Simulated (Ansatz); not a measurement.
## ZrS2 under a change: pressure 7.5 GPa

Take ZrS₂ in the CdI2 type structure (space group P-3m1, No. 164; a = 3.635 Å, c = 5.720 Å; layered, stacked along the Cartesian z axis) as the base.

It is then changed as follows: a hydrostatic pressure of 7.5 GPa.

The values are results of PBE-D3(BJ)/PAW in Ansatz (a first-principles code), spin-orbit coupling left out, not measurements. k-mesh 10×10×6 (Γ-centred); smearing 0.05 eV (Fermi–Dirac).

```json
[
 {"quantity": "density", "base": "3.94 g/cm³", "changed": "4.50 g/cm³", "shift": "+0.554 g/cm³"},
 {"quantity": "c/a ratio", "base": "1.574", "changed": "1.516", "shift": "-0.058"},
 {"quantity": "shortest interatomic distance", "base": "2.557 Å", "changed": "2.517 Å", "shift": "-0.040 Å"},
 {"quantity": "enthalpy H = E + PV relative to the base's energy", "base": "–", "changed": "+0.95 eV/atom", "shift": "–"},
 {"quantity": "band gap", "base": "0.66 eV", "changed": "zero", "shift": "–"}
]
```

The mesh was chosen for an insulator and is coarse for the gapless case. Load acts through the strain it causes; cell and atoms are relaxed under it. Stability against distortions was not tested. Competing high-pressure phases were not computed. All final runs are without spin polarisation. The zero or small gap of ZrS2 under pressure 7.5 GPa can change with the level of theory.
